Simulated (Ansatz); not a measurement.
The starting structures come from a database of crystals and need not be the phases stable at ambient conditions.

Crystal: CdPdF6 (R-3, not sure to be the ambient phase, 8 atoms a cell, 13.4 Å³ an atom); planes in its conventional cell.

The numbers are results of r2SCAN (plane waves, PAW; Ansatz, an electronic-structure program), not measurements.

No gap correction and no spin-orbit coupling; mid-gap values are interpolated between computed energies.

| plane | area of the cell (Å²) | mid-gap κ (1/Å) | largest κ in the gap (1/Å) |
|---|---|---|---|
| (001) | 22.1 | 0.54 | 0.61 |
| (101) | 25.5 | (withheld) | (withheld) |

Task: The slowest decay depends on the direction. Supply the withheld values.

Result: 
- (101), mid-gap κ (1/Å): 0.50
- (101), largest κ in the gap (1/Å): 0.50
